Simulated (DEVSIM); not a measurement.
Structure: abrupt Si p-n junction, at 300 K.

Layer 1 from the left is Si, thickness (μm) 0.330, Na (cm⁻³) 6.2e17, τn (s) 0.00034, τp (s) 0.00034. Layer 2 from the left is Si, thickness (μm) 140, Nd (cm⁻³) 1.9e16, τn (s) 0.00034, τp (s) 0.00034.

Left contact: ohmic. Right contact: ohmic. Voltage is applied to the left contact. Recombination: SRH at mid-gap, Auger. Mobility is μmin + (μ − μmin)/(1 + (N/Nref)^α).

Constants are typed, rounded textbook-type inputs, not results; the design itself was drawn at random and stands for no fabricated device. Values at 300 K.

Si: gap (eV) 1.124, affinity (eV) 4.05, permittivity 11.7, Nc (cm⁻³) 2.86e19, Nv (cm⁻³) 3.1e19, μn (cm²/Vs) 1417, μp (cm²/Vs) 470, μn,min 52, μp,min 45, Nref,n 9.7e16, Nref,p 2.2e17, αn 0.68, αp 0.72, Cn (cm⁶/s) 2.8e-31, Cp (cm⁶/s) 9.9e-32.

**Question.** Estimate by hand the built-in potential, the peak field at zero bias, the capacitance at -3 V, and compare with a numerical solution.

**Answer.** 
- Built-in potential: ni = √(Nc Nv) exp(−Eg/2kT) = 1.08e10 cm⁻³ with Eg = 1.124 eV; Vbi = kT/q ln(Na Nd/ni²) = 0.834 V; numerical 0.834 V.
- Peak field at zero bias: depletion approximation: W = √(2εVbi/(qN)) = 0.242 μm with N = 1.84e16 cm⁻³; field = 2Vbi/W = 68900 V/cm; numerical 72200 V/cm (estimate below by 4.5 %).
- Capacitance at -3 V: C = √(qεN / 2(Vbi + |V|)) = 20.0 nF/cm²; numerical 20.1 nF/cm² (estimate below by 0.68 %).

Simulated with DEVSIM: 1D drift-diffusion, Boltzmann statistics, complete ionisation; no tunnelling, impact ionisation, image-force lowering or self-heating.
